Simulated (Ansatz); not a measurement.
Where the default PAW files enter, the runs use the earlier of Ansatz's two default sets.

Evanescent states of SiO₂ (P4_2/mnm, rutile, 6 atoms a cell, 8.0 Å³ an atom, -10 GPa at this level) along the normal of (100)

All values below come from r2SCAN (plane waves, PAW; Ansatz, an electronic-structure program).

The gap is the functional's own. No spin-orbit coupling. Mid-gap values are interpolated on the energy grid.

Energies count from the valence-band top; κ is the least over a 12×8 mesh across the current.

| E (eV) | κ (1/Å) | where |
|---|---|---|
| 0.14 | 0.202 | Γ |
| 0.41 | 0.316 | Γ |
| 0.68 | 0.366 | Γ |
| 0.94 | 0.367 | Γ |
| 1.22 | 0.380 | Γ |
| 1.49 | 0.391 | Γ |
| 1.75 | 0.400 | Γ |
| 2.02 | 0.407 | Γ |
| 2.29 | 0.412 | Γ |
| 2.56 | 0.414 | Γ |
| 2.83 | 0.414 | Γ |
| 3.10 | 0.412 | Γ |
| 3.38 | 0.407 | Γ |
| 3.65 | 0.399 | Γ |
| 3.92 | 0.389 | Γ |
| 4.18 | 0.375 | Γ |
| 4.46 | 0.357 | Γ |
| 4.72 | 0.334 | Γ |
| 5.00 | 0.306 | Γ |
| 5.26 | 0.268 | Γ |
| 5.54 | 0.218 | Γ |
| 5.80 | 0.139 | Γ |

Problem. How thick must the barrier be to attenuate the transmission by 10^8 when the electrodes' Fermi level lies at 4.46 eV, and what attenuation does that film give at 0.68 eV?

Solution. d = 8 ln 10 / (2 × 0.357) = 25.8 Å. At 0.68 eV it gives 8 × 0.366/0.357 = 8.2 decades.
